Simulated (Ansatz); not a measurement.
We consider cubic perovskite CsHgBr₃ (idealised or unconfirmed structure), described by r²SCAN+rVV10 in Ansatz (plane waves, PAW).

The input as run:

Ansatz 0.2 input:
```yaml
crystal:
  lattice:
    - [5.5488856184, 0.0, 0.0]
    - [0.0, 5.5488856184, 0.0]
    - [0.0, 0.0, 5.5488856184]
  atoms:
    - { symbol: Cs, position: [0.0, 0.0, 0.0] }
    - { symbol: Hg, position: [0.5, 0.5, 0.5] }
    - { symbol: Br, position: [0.5, 0.0, 0.5] }
    - { symbol: Br, position: [0.0, 0.5, 0.5] }
    - { symbol: Br, position: [0.5, 0.5, 0.0] }
basis:
  ecutwfc: 560
  ecutrho_ratio: 4
  xc_grid: 3
kpoints:
  mp_grid: { grid: [10, 10, 10] }
hamiltonian:
  xc: r2scan
  dispersion: rvv10
  pseudopotentials: { kind: paw }
scf:
  occupations: { method: fermi_dirac, width: 0.05 }
  convergence: { dr2_threshold: 0.0000000005 }
output:
  forces: true
  stress: true
  eigenvalues: true
```

From the output:

```
Crystal: 5 atoms, lattice volume = 170.851 Å³
Basis set: ecut = 560 eV, 5137 PW (Γ), exchange–correlation on 135×135×135 points (27 copies of the dense FFT grid, shifted against one another)
Bands: 30, of which v1, the nominal top of the filled ones, is band 25 counted from 1 (24 counted from 0)
Symmetry: 48 space group operations
Space group: Pm-3m (ITA 221), of the structure as read, at distance tolerance 5.5e-5 Å
k-points: 56 of 1000
Functional: x = r2scan, c = r2scan + rvv10(b = 11.95, C = 0.0093); τ floored in thin density (d = 2e-4 eV/Å³)
SCF iter   1: F=—  HF=-27888.580682 eV  |F-HF|=—  |Δ(HF+E_count)|=         —  Δρ=4.70e-3  dr2=2.65e-2  dr2_τ=3.56e-2
SCF iter   2: F=—  HF=-27888.602504 eV  |F-HF|=—  |Δ(HF+E_count)|=   2.18e-2  Δρ=2.45e-3  dr2=7.52e-3  dr2_τ=9.78e-4
  ...
SCF iter  10: F=—  HF=-27888.601657 eV  |F-HF|=—  |Δ(HF+E_count)|=   1.02e-9  Δρ=3.99e-7  dr2=5.61e-10  dr2_τ=1.19e-11
SCF iter  11: F=-27888.601657 eV  HF=-27888.601657 eV  |F-HF|=1.46e-11  |Δ(HF+E_count)|=  9.46e-11  Δρ=9.57e-8  dr2=2.12e-11  dr2_τ=1.24e-12
SCF 1 converged in 11 iterations: F = -27888.601657 eV  dr2 = 2.12e-11
SCF converged after 11 iterations
Free energy (F): -27888.601657 eV
Internal energy: -27888.596496 eV  (E = F + TS)
E sigma→0 (E₀):  -27888.599077 eV
Fermi energy:    4.034230 eV
--- Forces (eV/Å), atoms counted from 1 ---
  atom   1  Cs    -0.00000000    -0.00000000     0.00000000
  atom   2  Hg     0.00000000     0.00000000     0.00000000
  atom   3  Br    -0.00000000     0.00000000     0.00000000
  atom   4  Br     0.00000000     0.00000000    -0.00000000
  atom   5  Br    -0.00000000     0.00000000     0.00000000
--- Stress (GPa, compression-positive) ---
        0.000061       0.000000       0.000000
        0.000000       0.000061       0.000000
       -0.000000       0.000000       0.000061
  P = ⅓ Tr σ = 0.0001 GPa (0.001 kbar)
```

The PAW data were made under PBE.

Cost on a shared machine: about 60 core-seconds (a rough figure).

Ansatz is a first-principles code.
